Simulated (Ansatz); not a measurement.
Data:

```
CELL_PARAMETERS angstrom
      3.19749     0.00000     0.00000
     -1.59874     2.76911     0.00000
      0.00000     0.00000     5.26678
ATOMIC_POSITIONS crystal
  Zn 0.33333 0.66667 0.00065
  Zn 0.66667 0.33333 0.50065
  O  0.33333 0.66667 0.37435
  O  0.66667 0.33333 0.87435
```

Computed with PBE with spin-orbit coupling, rigid bands (plane waves, PAW; Ansatz, a first-principles code). Condition of this run: biaxial stress in the c plane of 2.2 GPa (compression positive) (the target of the relaxation). How the cell was made: cell and atoms relaxed with PBEsol, then loaded as said.

Question: Predict the hole conductivity mass (n e² τ/σ) at 300 K, by direction if it differs.

Answer: 1.88 (x), 1.88 (y), 2.7 (z) mₑ.

Question: Predict the electron conductivity mass (n e² τ/σ) at 300 K, by direction if it differs.

Answer: 0.169 (x), 0.169 (y), 0.163 (z) mₑ.

Question: And the band gap?

Answer: 0.78 eV at this level; semilocal functionals usually fall short of the measured gap.

Rigid bands, one relaxation time for all states, no polarons. Geometry: cell and atoms relaxed with PBEsol.
